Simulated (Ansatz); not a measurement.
Consider BeS in the zinc blende structure (space group F-43m, No. 216; a = 4.8380 Å). Axes: x, y, z lie along the cube axes.

Computed with PBEsol (Ansatz, a quantum-chemistry and plane-wave program, PAW, scalar-relativistic without spin-orbit coupling).

For the base:

| Quantity | Result |
|---|---|
| Smallest direct gap | 5.54 eV |
| Band gap | 2.91 eV |
| Electron mass | 0.80 mₑ along k, 0.28 mₑ across (at X) |

One thing is altered: uniaxial strain ε_xx = −4.29 %, all other strain components held at zero, atoms relaxed at fixed cell.

Problem. What happens to the smallest direct gap, band gap, electron mass and stress?

Solution. The smallest direct gap falls by 0.16 eV, from 5.54 eV to 5.38 eV; the band gap shrinks by 0.484 eV (2.91 eV → 2.42 eV); the electron mass changes from 0.80 mₑ along k, 0.28 mₑ across (at X) to 0.70 mₑ along k, 0.29 mₑ across (at X); the stress (xx, yy, zz, yz, xz, xy; compression positive) comes out as (7.20, 3.29, 3.29, 0.00, 0.00, 0.00) GPa.

Effective masses come from finite differences of ±0.01 Å⁻¹. Along k means along the line from Γ to the band edge. Whether these cells are dynamically stable was not tested.
